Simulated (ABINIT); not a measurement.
Input and output of a self-consistent single point for SnO2 (P4_2/mnm, 6 atoms in the cell) (ABINIT).

Method of the run: LDA (PW92), PAW (JTH v2.0 LDA PAW) (plane waves; ABINIT).

```yaml
crystal:
  lattice:
    - [4.74000, 0.00000, 0.00000]
    - [0.00000, 4.74000, 0.00000]
    - [0.00000, 0.00000, 3.19000]
  atoms:
    - { symbol: Sn, position: [0.00000, 0.00000, 0.00000] }
    - { symbol: Sn, position: [0.50000, 0.50000, 0.50000] }
    - { symbol: O, position: [0.30700, 0.30700, 0.00000] }
    - { symbol: O, position: [0.80700, 0.19300, 0.50000] }
    - { symbol: O, position: [0.19300, 0.80700, 0.50000] }
    - { symbol: O, position: [0.69300, 0.69300, 0.00000] }
```

Reference input (self-consistent single point, DFT, PBE, plane waves, PAW (JTH v2.0 PBE PAW)): pseudos = [Sn.GGA_PBE-JTH.xml, O.GGA_PBE-JTH.xml]; ecut = 24 Ha; pawecutdg = 48 Ha; occopt = 3; tsmear = 0.01 eV; ngkpt = 4 4 5; nshiftk = 1; shiftk = 0 0 0; potentials = JTH v2.0 PBE PAW; nband = 34; kptopt = 1; nstep = 80. This run's input differs from it in these lines:

```diff
@@ -1,4 +1,4 @@
-# SnO2, JTH v2.0 PBE PAW
+# SnO2, JTH v2.0 LDA PAW
 pp_dirpath "./"
-pseudos "Sn.GGA_PBE-JTH.xml, O.GGA_PBE-JTH.xml"
+pseudos "Sn.LDA_PW-JTH.xml, O.LDA_PW-JTH.xml"
 acell 4.7400000000 4.7400000000 3.1900000000 Angstrom
```

Its files differ too (potentials: JTH v2.0 PBE PAW → JTH v2.0 LDA PAW).

Output (repeated stretches shortened):

```
--- !BeginCycle
solver: {iscf: 17, nstep: 80, nline: 4, wfoptalg: 10, }
tolerances: {tolvrs: 1.00E-10, }
...

     iter   Etot(hartree)      deltaE(h)  residm     nres2
 ETOT  1  -204.18359910386    -2.042E+02 3.869E-01 6.379E+01
 ETOT  2  -204.42191044786    -2.383E-01 5.242E-02 2.019E+01
 ETOT  3  -204.39894064884     2.297E-02 1.125E-02 1.278E+00
 ETOT  4  -204.39791111860     1.030E-03 6.240E-03 3.984E-02
 ETOT  5  -204.39786067772     5.044E-05 3.806E-03 2.539E-03
   [... 3 lines left out ...]
 ETOT  9  -204.39785878944    -3.508E-10 8.658E-04 1.102E-07
 ETOT 10  -204.39785878936     8.097E-11 1.511E-03 1.847E-09
 ETOT 11  -204.39785878936     6.537E-13 5.642E-04 2.729E-10
 ETOT 12  -204.39785878936     9.095E-13 9.346E-04 2.178E-11
 At SCF step   12       nres2   =  2.18E-11 < tolvrs=  1.00E-10 =>converged.

 Cartesian components of stress tensor (hartree/bohr^3)
  sigma(1 1)=  8.66566159E-05  sigma(3 2)=  0.00000000E+00
  sigma(2 2)=  8.66566159E-05  sigma(3 1)=  0.00000000E+00
  sigma(3 3)=  6.68017379E-05  sigma(2 1)=  0.00000000E+00

 ----iterations are completed or convergence reached----

 reduced coordinates (array xred) for    6 atoms
       0.000000000000      0.000000000000      0.000000000000
       0.500000000000      0.500000000000      0.500000000000
       0.307000000000      0.307000000000      0.000000000000
       0.807000000000      0.193000000000      0.500000000000
       0.193000000000      0.807000000000      0.500000000000
       0.693000000000      0.693000000000      0.000000000000
 cartesian forces (eV/Angstrom) at end:
   [... lines left out ...]
 Fermi (or HOMO) energy (hartree) =   0.19646   Average Vxc (hartree)=  -0.42785
   [... lines left out ...]
'-kT*entropy'       :  8.15355400296298E-16
total_energy        : -2.04397861377418E+02
total_energy_eV     : -5.56194866610399E+03
...

-Cartesian components of stress tensor (GPa)         [Pressure= -2.3548E+00 GPa]
- sigma(1 1)=  2.54952523E+00  sigma(3 2)=  0.00000000E+00
- sigma(2 2)=  2.54952523E+00  sigma(3 1)=  0.00000000E+00
- sigma(3 3)=  1.96537465E+00  sigma(2 1)=  0.00000000E+00

 Calculation completed.
```

The run converged in 12 iterations. 

The starting cell has typed, rounded lattice constants, without a prior relaxation at this level.

These are the values that this program gave, and no reference: the one-centre exchange-correlation terms come from a truncated expansion.

Cost on one core of a shared machine: roughly 90 s.
